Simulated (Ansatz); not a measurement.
Take PbI₂ in the 2H-MoS2 type structure (space group P6_3/mmc, No. 194; a = 4.273 Å, c = 14.362 Å; a hypothetical phase, not in the database extracts checked) as the base.

Levels (all Ansatz, a quantum-chemistry and plane-wave program, PAW, earlier PAW set): PBEsol-D3(BJ) (420 eV, spin-orbit coupling left out); HSE06 (420 eV, no SOC).

The geometry is relaxed with PBEsol-D3(BJ).

| Item | Value |
|---|---|
| PBEsol-D3(BJ) lowest conduction level above the VBM at special points | K 1.39 eV; M 1.66 eV; H 1.80 eV; Γ 2.61 eV |

Problem. What does HSE06 give at this geometry for the lowest conduction level above the VBM at special points?

Solution. The lowest conduction level above the VBM at special points goes from K 1.39 eV; M 1.66 eV; H 1.80 eV; Γ 2.61 eV to K 1.99 eV; M 2.32 eV; H 2.41 eV; Γ 3.44 eV.

Single points use the geometry relaxed with PBEsol-D3(BJ). HSE06 gaps are upper bounds (no full band path). The levels and masses belong to the bands next to the band gap. Stability against distortions was not tested.
